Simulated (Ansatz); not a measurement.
The reference is Si in the diamond structure (space group Fd-3m, No. 227; a = 5.444 Å).

The values are results of Ansatz (a program for electronic structure) r2SCAN, scalar-relativistic without spin-orbit coupling, not measurements.

One change was made to it. Results:

The shortest interatomic distance falls by 0.202 Å (2.357 Å → 2.155 Å); the hole mass (degenerate bands, along [100]) goes from 0.17, 0.25, 0.25 mₑ (at Γ) to 0.21, 0.21, 0.27 mₑ (at Γ); the band gap falls by 0.614 eV, from 0.78 eV to 0.16 eV; the smallest direct gap increases by 0.06 eV to 2.80 eV.

Q: What was done to the base?
A) pressure 45 GPa
B) pressure 4.2 GPa
C) pressure 18 GPa

A: A, pressure 45 GPa. For comparison, the band gap in the other runs: pressure 18 GPa gives 0.49 eV; pressure 4.2 GPa gives 0.70 eV.

Load acts through the strain it causes; cell and atoms are relaxed under it. Masses are band curvatures over ±0.01 Å⁻¹ around the edge. No phonon test of stability was made. Measured, Si leaves this structure (for the β-tin structure) near 12 GPa (room temperature; as listed in arXiv:1906.07825). The zero or small gap of Si under pressure 45 GPa can change with the level of theory.
